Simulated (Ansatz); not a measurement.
CsCl-type DyAg, treated with r²SCAN (PAW; Ansatz, a program for electronic structure).

Settings: plane-wave cutoff 560 eV, 16×16×16 k mesh, Fermi–Dirac smearing 0.05 eV, spin-polarised with parallel moments, scalar-relativistic PAW data made under PBE.

Computed at the level's own relaxed cell.

**Question.** Give the computed lattice parameter a and bulk modulus.

**Answer.** 
lattice parameter a: 3.662 Å
bulk modulus: 55.9 GPa

Note: the magnetic order was assumed, not searched for or taken from measurement; the 4f shell is treated without U or exact exchange, so its levels and filling can be wrong; the bulk modulus is −V dP/dV from two relaxed cells at ±2 % in volume.

Spin–orbit coupling is not included.

The computed numbers hold no vibrational or temperature effects.

Cost on a shared machine: roughly 8 core-minutes.
